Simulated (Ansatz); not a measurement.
RhAgO2 (R-3m): ε∞ = 13.90, static ε₀ = 15.46, effective LO energy 65.9 meV, electron mass 0.442 mₑ (band masses from Ansatz (an electronic-structure program) with PBEsol, rigid bands, cell and atoms relaxed with PBEsol; dielectric constants and zone-centre modes from LDA (Ansatz) on its own relaxed cell).

Task: Work out the Fröhlich coupling α = (1/ε∞ − 1/ε₀) √(m Ry/ħω_LO) and what it means for transport at 300 K.

Result: 1/ε∞ − 1/ε₀ = 0.00727 and √(m × 13.606 eV/ħω) = 9.56, so α = 0.0695; in weak coupling the polaron mass is about m(1 + α/6). By the iterated Boltzmann equation for weak coupling, the polar-phonon-limited mobility is 3300 cm²/(V·s) at 300 K (14200 at 200 K, 1550 at 400 K).

Model: isotropic Fröhlich coupling of one parabolic band to one effective longitudinal optical (LO) phonon, from the dielectric constants and phonon modes at the zone centre, chosen so that α equals the sum over the polar modes. Acoustic, nonpolar, intervalley and impurity scattering are left out, and they lower the mobility further; with several valleys or bands the averaged mass is a rough stand-in. Semilocal functionals tend to overestimate ε∞, which makes α low and the mobility high.

Computed structure with no diffraction record at hand here (it may be known, metastable or hypothetical): RhAgO2 (R-3m).
